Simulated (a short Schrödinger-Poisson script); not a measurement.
Stack: symmetric double-gate stack, SiO2 on p-type InP, at 300 K.

| layer | material | thickness (nm) | Na (cm⁻³) |
|---|---|---|---|
| 1 | SiO2 | 1.8 | - |
| 2 | InP | 4 | 4e17 |
| 3 | SiO2 | 1.8 | - |

The device is made up for the run: typed textbook-type constants, with dimensions and the other settings drawn at random. SiO2: permittivity 3.9, conduction-band edge (eV) 3.48, gap (eV) 9, electron mass (mₑ) 0.5. InP: permittivity 12.5, conduction-band edge (eV) 0, gap (eV) 1.344, Nv at 300 K (cm⁻³) 1.1e19.

Channel valleys (confinement mass, in-plane density-of-states mass, number): Γ 0.08, 0.08, 1. At the gates, both at one voltage, the conduction-band edge of layer 1 lies 3.54 eV − eVg above the Fermi level of the channel. Gaps are held at their typed values at every temperature. Mesh 0.03 nm at interfaces.

From a short Schrödinger-Poisson script (our own, NumPy): 1D Poisson equation in equilibrium, electrons classical, Fermi-Dirac, parabolic valleys, classical holes, full ionisation, no traps, pinning or gate leakage.

The same stack at other levels of the model or other numerical settings:

```csv
run,sheet density of all electrons at Vg = 0.75 V (cm⁻²),capacitance of both gates at Vg = 0.75 V (μF/cm²),gate voltage at 1e11 electrons/cm² (V),rough cost against the base
base,7.66e12,2.13,0.06,about 1
"electrons treated as classical, Boltzmann",(withheld),3.52,0.05,0.5
"electrons treated as quantum, Hartree",4.85e12,(withheld),0.31,3
"electrons treated as quantum, Hartree plus LDA exchange-correlation",5.24e12,2.05,0.30,5
mesh six times as coarse,7.51e12,(withheld),0.06,0.5
```

Some entries are withheld; supply them.


- mesh six times as coarse, capacitance of both gates at Vg = 0.75 V (μF/cm²): 2.09
- electrons treated as classical, Boltzmann, sheet density of all electrons at Vg = 0.75 V (cm⁻²): 1.30e13
- electrons treated as quantum, Hartree, capacitance of both gates at Vg = 0.75 V (μF/cm²): 2.00

The classical rows ignore confinement, and Boltzmann statistics overrate the density once the band edge passes the Fermi level.

Above a few 1e12 electrons/cm² a light Γ valley is non-parabolic and upper valleys begin to fill, which the model leaves out.
